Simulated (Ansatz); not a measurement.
Al2Cu (I4/mcm, No. 140) was calculated with PBEsol (Ansatz, a first-principles code, PAW).

Settings: plane-wave cutoff 520 eV, 14×14×14 k mesh, Fermi–Dirac smearing 0.05 eV, no spin polarisation, scalar-relativistic PAW data made under PBE.

Cell (relaxed at this level):

```cif
data_Al4Cu2
_chemical_formula_sum 'Al4 Cu2'
_space_group_name_H-M_alt 'P 1'
_space_group_IT_number 1
_cell_length_a 4.87839
_cell_length_b 4.87839
_cell_length_c 4.87839
_cell_angle_alpha 104.127
_cell_angle_beta 104.127
_cell_angle_gamma 120.787
loop_
_space_group_symop_operation_xyz
  'x, y, z'
loop_
_atom_site_label
_atom_site_type_symbol
_atom_site_fract_x
_atom_site_fract_y
_atom_site_fract_z
_atom_site_occupancy
Al1 Al 0.65911 0.15911 0.81822 1
Al2 Al 0.15911 0.34089 0.50000 1
Al3 Al 0.84089 0.65911 0.50000 1
Al4 Al 0.34089 0.84089 0.18178 1
Cu1 Cu 0.75000 0.75000 0.00000 1
Cu2 Cu 0.25000 0.25000 0.00000 1
```

Question: Estimate the bulk modulus B0 and pressure derivative B′ of the bulk modulus that the calculation returns.

Answer: 
- bulk modulus B0: 109 GPa
- pressure derivative B′ of the bulk modulus: 4.4

The run finds no gap.

Note: the bulk modulus comes from volumes at which shape and atoms were relaxed.

The result took very roughly 18 core-minutes.
